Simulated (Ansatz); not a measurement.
Start from Mg (space group P6/mmm, No. 191; a model cell, its experimental status unchecked; relaxed with 0.1 eV smearing).

```
CELL_PARAMETERS angstrom
      5.07955     0.00000     0.00000
     -2.53977     4.39902     0.00000
      0.00000     0.00000     3.06537
ATOMIC_POSITIONS crystal
  Mg 0.00000 0.00000 0.00000
  Mg 0.33333 0.66667 0.50000
  Mg 0.66667 0.33333 0.50000
```

Cartesian axes are those of the cell as printed.

Computed with Ansatz (a first-principles code) PBEsol, no spin-orbit coupling.

For the base:

| Item | Value |
|---|---|
| Shortest interatomic distance | 2.933 Å |

The change: uniaxial strain ε_yy = +0.72 %, all other strain components held at zero; the atoms relax in the strained cell.

Task: Predict the new energy relative to the base.

Result: The energy hardly moves.

Task: What does the calculation give for the stress after the change?

Result: The stress (xx, yy, zz, yz, xz, xy; compression positive) is (-0.2, -0.4, -0.1, 0.0, 0.0, 0.0) GPa.

Task: Estimate the effect on the shortest interatomic distance.

Result: The shortest interatomic distance increases by 0.0086 Å, from 2.933 Å to 2.941 Å.

No phonon test of stability was made. This is not the structure that Mg has at room temperature and ambient pressure.
